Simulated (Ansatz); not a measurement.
# Ir, element substitutions

Start from Ir in the fcc (Cu type) structure (space group Fm-3m, No. 225).

```
CELL_PARAMETERS angstrom
      0.00000     1.91524     1.91524
      1.91524     0.00000     1.91524
      1.91524     1.91524     0.00000
ATOMIC_POSITIONS crystal
  Ir 0.00000 0.00000 0.00000
```

Each row replaces one element on all its sites; cell and atoms are relaxed.

Levels (all Ansatz, a first-principles code, PAW): PBEsol (420 eV, without spin-orbit coupling); r2SCAN (500 eV, no spin-orbit coupling).

Pressures by level, all at the geometries relaxed with PBEsol:

| case | PBEsol | r2SCAN |
|---|---|---|
| base | 0.0 GPa | 4.2 GPa |
| Ir → As | 0.0 GPa | (withheld) |
| Ir → Pt | 0.0 GPa | (withheld) |

Question: Complete the table.

Answer: 
- Ir → As, r2SCAN: 3.1 GPa
- Ir → Pt, r2SCAN: 4.8 GPa

Single points use the geometry relaxed with PBEsol. Their cutoffs differ, which shifts pressures a little. Stability against distortions was not tested. As relaxed here, As is a hypothetical phase, not in the database extracts checked. The final runs are not spin-polarised. Pt lies near a magnetic instability that expansion can trigger; it was not tested.
